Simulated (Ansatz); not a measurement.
An Ansatz (a program for electronic structure) input (DFT with PBEsol, PAW potentials and a 420 eV plane-wave cutoff in Ansatz, spin-orbit coupling left out):

Ansatz 0.2 input:
```yaml
crystal:
  lattice:
    - [2.498833893, 0, 0]
    - [-1.2494169465, 2.1640536312, 0]
    - [0, 0, 4.1608601105]
  atoms:
    - { symbol: C, position: [0.3333333333, 0.6666666667, 0.0628021255] }
    - { symbol: C, position: [0.6666666667, 0.3333333333, 0.9371978745] }
    - { symbol: C, position: [0.6666666667, 0.3333333333, 0.5628021255] }
    - { symbol: C, position: [0.3333333333, 0.6666666667, 0.4371978745] }
basis: { ecutwfc: 420, ecutrho_ratio: 4, xc_grid: 2, fft_grid_basis: typed }
kpoints: { mp_grid: { grid: [15, 15, 8] } }
hamiltonian:
  xc: pbesol
  dispersion: none
  pseudopotentials: { kind: paw }
scf: { occupations: { method: fermi_dirac, width: 0.05 }, convergence: { dr2_threshold: 0.0000000004 } }
output: { forces: true, stress: true }
checkpoint: { write: state.ck, write_every: 1000 }
```

**Question.** Which symmetry and how many k-points will the program report, and about how many plane waves at Γ?

**Answer.** Space group P63/mmc (ITA 194) with 24 operations, k-points 135 of 1800, and 415 plane waves at Γ.

Stability against distortions was not tested. The cell was made from Si by this change: Si → C.
